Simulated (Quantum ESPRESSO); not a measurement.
Worked example: self-consistent single point of CuCl (F-43m, 2 atoms in the cell) in Quantum ESPRESSO.

Method: PBE, PseudoDojo standard norm-conserving (PBE) pseudopotentials (plane waves; Quantum ESPRESSO 7.5).

The change in words: lattice scaled by 0.98. Reference geometry:
```xyz
2
Lattice="-2.7050 0.0000 2.7050 0.0000 2.7050 2.7050 -2.7050 2.7050 0.0000" Properties=species:S:1:pos:R:3 pbc="T T T"
Cu     0.0000     0.0000     0.0000
Cl    -1.3525     1.3525     1.3525
```

Reference input (self-consistent single point, DFT, PBE, plane waves, PseudoDojo standard norm-conserving (PBE) pseudopotentials): ecutwfc = 95 Ry; occupations = smearing; smearing = fd; degauss = 0.0036749 Ry; potentials = {Cu: Cu.upf, Cl: Cl.upf}; K_POINTS = automatic 9 9 9 0 0 0; conv_thr = 1e-10 Ry; mixing_beta = 0.3. This run's input differs from it in these lines:

```diff
@@ -11,3 +11,3 @@
    ibrav = 2,
-   A = 5.4100000000,
+   A = 5.3018000000,
    nat = 2,
@@ -28,3 +28,3 @@
 Cu    0.0000000000    0.0000000000    0.0000000000
-Cl   -1.3525000000    1.3525000000    1.3525000000
+Cl   -1.3254500000    1.3254500000    1.3254500000
 K_POINTS automatic
```

The program printed (abridged):

```
     Self-consistent Calculation

     iteration #  1     ecut=    95.00 Ry     beta= 0.30

---- Real-time Memory Report at c_bands before calling an iterative solver
            93 MiB given to the printing process from OS
            62 MiB allocation reported by mallinfo(arena+hblkhd)
------------------

     Threshold (ethr) on eigenvalues was too large:
     Diagonalizing with lowered threshold

---- Real-time Memory Report at c_bands before calling an iterative solver
           100 MiB given to the printing process from OS
            65 MiB allocation reported by mallinfo(arena+hblkhd)
------------------

   [... lines left out ...]

---- Real-time Memory Report at c_bands before calling an iterative solver
           116 MiB given to the printing process from OS
            78 MiB allocation reported by mallinfo(arena+hblkhd)
------------------

     total energy              =    -412.07210770 Ry
     estimated scf accuracy    <          2.5E-09 Ry

     iteration # 13     ecut=    95.00 Ry     beta= 0.30

---- Real-time Memory Report at c_bands before calling an iterative solver
           116 MiB given to the printing process from OS
            78 MiB allocation reported by mallinfo(arena+hblkhd)
------------------
     End of self-consistent calculation

     the Fermi energy is     8.8127 ev

!    total energy              =    -412.07210771 Ry
     estimated scf accuracy    <          7.5E-13 Ry
     smearing contrib. (-TS)   =      -0.00000079 Ry
     internal energy E=F+TS    =    -412.07210691 Ry

     convergence has been achieved in  13 iterations

     Forces acting on atoms (cartesian axes, Ry/au):

     atom    1 type  1   force =     0.00000000    0.00000000    0.00000000
     atom    2 type  2   force =     0.00000000   -0.00000000    0.00000000

     Total force =     0.000000     Total SCF correction =     0.000000

          total   stress  (Ry/bohr**3)                   (kbar)     P=       39.73
   0.00027006   0.00000000  -0.00000000           39.73        0.00       -0.00
   0.00000000   0.00027006  -0.00000000            0.00       39.73       -0.00
  -0.00000000  -0.00000000   0.00027006           -0.00       -0.00       39.73

   JOB DONE.
```

The run converged in 13 iterations. Against the reference run the free energy goes up by 15.1 meV/atom, the pressure goes from 0.39 to 3.97 GPa and the gap on the mesh goes from 0.531 to 0.647 eV.

The starting cell has typed, rounded lattice constants, without a prior relaxation at this level. For this run, on top of that: lattice scaled by 0.98. With a pressure of about 4 GPa the cell is away from its equilibrium volume at this level.

Cost on one core of a shared machine: roughly 60 s.
